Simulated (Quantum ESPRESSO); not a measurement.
```yaml
crystal:
  lattice:
    - [4.82240, 0.00000, 0.00000]
    - [0.00000, 3.03883, 5.43330]
    - [0.00000, -3.03883, 5.43330]
  atoms:
    - { symbol: Mg, position: [0.00000, 0.82391, 0.33719] }
    - { symbol: Mg, position: [0.00000, 0.33719, 0.82391] }
    - { symbol: Mg, position: [0.00000, 0.33207, 0.33207] }
    - { symbol: Mg, position: [0.50000, 0.67936, 0.16206] }
    - { symbol: Mg, position: [0.50000, 0.16206, 0.67936] }
    - { symbol: Mg, position: [0.50000, 0.16688, 0.16688] }
    - { symbol: Hf, position: [0.50000, 0.68000, 0.68000] }
    - { symbol: Ti, position: [0.00000, 0.81854, 0.81854], spin: 1.0 }
```
(The spins are starting values, not results.)

Method of the run: PBEsol, SSSP 1.1.2 efficiency (PBE) pseudopotentials (plane waves; Quantum ESPRESSO).

The set-up and first iterations of a Quantum ESPRESSO log for HfMg6Ti (Amm2, 8 atoms in the cell):

```
     file Mg.pbe-n-kjpaw_psl.0.3.0.UPF: wavefunction(s)  3S renormalized

     Message from routine setup:
     using ibrav=0 with symmetry is DISCOURAGED, use correct ibrav instead
     G-vector sticks info
     --------------------
     sticks:   dense  smooth     PW     G-vecs:    dense   smooth      PW
     Sum        2463    1231    367                88713    31381    5005

     bravais-lattice index     =            0
     lattice parameter (alat)  =       9.1130  a.u.
     unit-cell volume          =    1074.6316 (a.u.)^3
     number of atoms/cell      =            8
     number of atomic types    =            3
     number of electrons       =        36.00
     number of Kohn-Sham states=           22
     kinetic-energy cutoff     =      36.0000  Ry
     charge density cutoff     =     288.0000  Ry
     scf convergence threshold =      1.0E-09
     mixing beta               =       0.3000
   [... lines left out ...]

   Cartesian axes

     site n.     atom                  positions (alat units)
         1        Mg     tau(   1) = (   0.0000000   0.3067055   1.3081869  )
         2        Mg     tau(   2) = (   0.0000000  -0.3067055   1.3081869  )
         3        Mg     tau(   3) = (   0.0000000   0.0000000   0.7482726  )
         4        Mg     tau(   4) = (   0.5000000   0.3259754   0.9480102  )
         5        Mg     tau(   5) = (   0.5000000  -0.3259754   0.9480102  )
         6        Mg     tau(   6) = (   0.5000000   0.0000000   0.3760404  )
         7        Hf     tau(   7) = (   0.5000000   0.0000000   1.5322834  )
         8        Ti     tau(   8) = (   0.0000000   0.0000000   1.8444636  )

     number of k points=    21  Gaussian smearing, width (Ry)=  0.0100
                       cart. coord. in units 2pi/alat
        k(    1) = (   0.0000000   0.0000000   0.0000000), wk =   0.0125000
        k(    2) = (   0.0000000  -0.1983662   0.1109455), wk =   0.0500000
        k(    3) = (   0.0000000   0.3967324  -0.2218911), wk =   0.0250000
   [... 18 lines left out ...]

     Dense  grid:    88713 G-vectors     FFT dimensions: (  50,  64,  64)

     Smooth grid:    31381 G-vectors     FFT dimensions: (  36,  45,  45)

     Initial potential from superposition of free atoms

     starting charge      34.9926, renormalised to      36.0000

     negative rho (up, down):  1.018E-03 8.576E-04
     Self-consistent Calculation

     iteration #  1     ecut=    36.00 Ry     beta= 0.30

     negative rho (up, down):  0.000E+00 3.032E-05

     total energy              =    -423.24153234 Ry
     estimated scf accuracy    <      11.46384353 Ry

     total magnetization       =     0.34 Bohr mag/cell
     absolute magnetization    =     0.74 Bohr mag/cell

     iteration #  2     ecut=    36.00 Ry     beta= 0.30

     negative rho (up, down):  1.312E-04 2.194E-04

     total energy              =    -428.60217751 Ry
     estimated scf accuracy    <       8.64611134 Ry

     total magnetization       =     0.02 Bohr mag/cell
     absolute magnetization    =     0.07 Bohr mag/cell

     iteration #  3     ecut=    36.00 Ry     beta= 0.30

     negative rho (up, down):  2.533E-04 3.616E-04

     total energy              =    -428.15960146 Ry
     estimated scf accuracy    <       3.87175144 Ry

     total magnetization       =     0.04 Bohr mag/cell
     absolute magnetization    =     0.06 Bohr mag/cell
```

Q: How does the run end?

A: The run converged in 38 iterations. Convergence of the loop says nothing yet on basis, mesh or lower states. Warnings to mind: c_bands:  1 eigenvalues not converged. It ends on: free energy E − TS -5823.7753 eV; Fermi level (on the code's own zero) 6.52 eV; pressure 2.01 GPa; largest force (vector length) 0.389 eV/Å; size of the cell's spin moment 0.00 μB. The log goes on:

```
   [... 33 blocks of this kind left out ...]

     iteration # 37     ecut=    36.00 Ry     beta= 0.30

     negative rho (up, down):  5.256E-04 5.256E-04

   [... lines left out ...]
     absolute magnetization    =     0.00 Bohr mag/cell

     iteration # 38     ecut=    36.00 Ry     beta= 0.30

     negative rho (up, down):  5.257E-04 5.256E-04

     Magnetic moment per site  (integrated on atomic sphere of radius R)
     atom   1 (R=0.251)  charge=  0.9776  magn= -0.0000
     atom   2 (R=0.251)  charge=  0.9776  magn= -0.0000
     atom   3 (R=0.251)  charge=  0.8999  magn=  0.0000
     atom   4 (R=0.251)  charge=  0.9738  magn= -0.0000
     atom   5 (R=0.251)  charge=  0.9738  magn= -0.0000
     atom   6 (R=0.251)  charge=  0.9445  magn= -0.0000
     atom   7 (R=0.243)  charge=  9.5645  magn= -0.0003
     atom   8 (R=0.243)  charge= 10.3562  magn= -0.0001
     End of self-consistent calculation

     the Fermi energy is     6.5184 ev

!    total energy              =    -428.03958680 Ry
     estimated scf accuracy    <          9.6E-10 Ry
     smearing contrib. (-TS)   =      -0.00641092 Ry
     internal energy E=F+TS    =    -428.03317588 Ry

     total magnetization       =    -0.00 Bohr mag/cell
     absolute magnetization    =     0.00 Bohr mag/cell

     convergence has been achieved in  38 iterations

     negative rho (up, down):  5.257E-04 5.256E-04

     Forces acting on atoms (cartesian axes, Ry/au):

     atom    1 type  1   force =     0.00000000    0.00436189   -0.00469088
     atom    2 type  1   force =     0.00000000   -0.00436189   -0.00469088
     atom    3 type  1   force =     0.00000000    0.00000000   -0.00292019
     atom    4 type  1   force =     0.00000000   -0.00212377    0.00203885
     atom    5 type  1   force =     0.00000000    0.00212377    0.00203885
   [... lines left out ...]

     Total force =     0.021264     Total SCF correction =     0.000017

     negative rho (up, down):  5.257E-04 5.256E-04
          total   stress  (Ry/bohr**3)                   (kbar)     P=       20.12
   0.00014864   0.00000000   0.00000000           21.87        0.00        0.00
   0.00000000   0.00017025  -0.00000000            0.00       25.04       -0.00
   0.00000000   0.00000000   0.00009145            0.00        0.00       13.45

   JOB DONE.
```

For comparison: a first run was changed to give this one (lattice scaled by 0.97; ecutwfc: 60 Ry → 36 Ry; ecutrho: 480 Ry → 288 Ry), and from it to this one the free energy rises by 49.8 meV/atom, the pressure goes from -1.62 to 2.01 GPa and the largest force goes from 0.414 to 0.389 eV/Å.

The starting cell comes from a database of computed structures (which also holds hypothetical and non-ambient phases and stackings), without a prior relaxation at this level. For this run, on top of that: lattice scaled by 0.97. Spin-orbit coupling is off. The starting moments vanished: the run ended non-magnetic.

The run was DFT, PBEsol, plane waves, SSSP 1.1.2 efficiency (PBE) pseudopotentials. Main settings of its input:

```
key                                                                                          value
-----------  -------------------------------------------------------------------------------------
ecutwfc                                                                                      36 Ry
ecutrho                                                                                     288 Ry
occupations                                                                               smearing
smearing                                                                                  gaussian
degauss                                                                               0.0099958 Ry
nspin                                                                                            2
input_dft                                                                                   pbesol
potentials   {Mg: Mg.pbe-n-kjpaw_psl.0.3.0.UPF, Hf: Hf-sp.oncvpsp.upf, Ti: ti_pbe_v1.4.uspp.F.UPF}
K_POINTS                                                                     automatic 5 4 4 0 0 0
conv_thr                                                                                  1e-09 Ry
mixing_beta                                                                                    0.3
```
